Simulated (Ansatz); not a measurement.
Partial pair distribution functions of a relaxed model of amorphous W₂₄Si₂₄, broadened by 0.06 Å; density 11.67 g/cm³. Calculation: PBE, scalar-relativistic without spin-orbit coupling (plane waves to 420 eV, PAW; Ansatz, a quantum-chemistry and plane-wave program).

Preparation: random packing, a CHGNet melt and quench, and a DFT relaxation. The hot cell started wider than the set density and was brought back towards it in steps. It is the lowest in DFT energy of 2 quenches. It is a model cell: composition and starting density were chosen by hand, and all elements were melted together. No dispersion term was used. Its density started from a set value of 11.46 and ended at 11.67 g/cm³. The simulated quench (nominally 240 K/ps over its main leg) is rapid and tends to freeze in more defects than a deposited or slowly cooled glass has. Values belong to this one cell and scatter from quench to quench. Volume and shape were free in the relaxation. On a 2×2×2 Γ-centred mesh force components of up to 0.47 eV/Å stay, since the relaxation ran on one k-point at (1/4, 1/4, 1/4).

```json
[
 {"r (Å)": "2.20", "g W-W": "0.00", "g W-Si": "0.00", "g Si-Si": "0.01"},
 {"r (Å)": "2.30", "g W-W": "0.00", "g W-Si": "0.09", "g Si-Si": "0.22"},
 {"r (Å)": "2.40", "g W-W": "0.00", "g W-Si": "1.29", "g Si-Si": "1.37"},
 {"r (Å)": "2.50", "g W-W": "0.05", "g W-Si": "4.46", "g Si-Si": "2.09"},
 {"r (Å)": "2.60", "g W-W": "0.62", "g W-Si": "6.11", "g Si-Si": "1.95"},
 {"r (Å)": "2.70", "g W-W": "2.13", "g W-Si": "4.23", "g Si-Si": "2.47"},
 {"r (Å)": "2.80", "g W-W": "3.97", "g W-Si": "2.23", "g Si-Si": "1.85"},
 {"r (Å)": "2.90", "g W-W": "3.58", "g W-Si": "1.15", "g Si-Si": "1.09"},
 {"r (Å)": "3.00", "g W-W": "2.17", "g W-Si": "0.44", "g Si-Si": "0.85"},
 {"r (Å)": "3.10", "g W-W": "2.11", "g W-Si": "0.29", "g Si-Si": "1.11"},
 {"r (Å)": "3.20", "g W-W": "1.88", "g W-Si": "0.34", "g Si-Si": "0.98"},
 {"r (Å)": "3.30", "g W-W": "0.77", "g W-Si": "0.14", "g Si-Si": "0.45"},
 {"r (Å)": "3.40", "g W-W": "0.65", "g W-Si": "0.07", "g Si-Si": "0.23"},
 {"r (Å)": "3.50", "g W-W": "0.41", "g W-Si": "0.29", "g Si-Si": "0.52"},
 {"r (Å)": "3.60", "g W-W": "0.07", "g W-Si": "0.52", "g Si-Si": "0.79"},
 {"r (Å)": "3.70", "g W-W": "0.09", "g W-Si": "0.62", "g Si-Si": "0.93"},
 {"r (Å)": "3.80", "g W-W": "0.10", "g W-Si": "0.47", "g Si-Si": "0.94"},
 {"r (Å)": "3.90", "g W-W": "0.07", "g W-Si": "0.48", "g Si-Si": "1.18"},
 {"r (Å)": "4.00", "g W-W": "0.04", "g W-Si": "0.77", "g Si-Si": "1.13"},
 {"r (Å)": "4.10", "g W-W": "0.34", "g W-Si": "0.84", "g Si-Si": "1.18"},
 {"r (Å)": "4.20", "g W-W": "0.54", "g W-Si": "1.04", "g Si-Si": "1.01"},
 {"r (Å)": "4.30", "g W-W": "0.63", "g W-Si": "1.11", "g Si-Si": "1.08"}
]
```

Within 3.64 Å each W has 6.75 W neighbours on average.
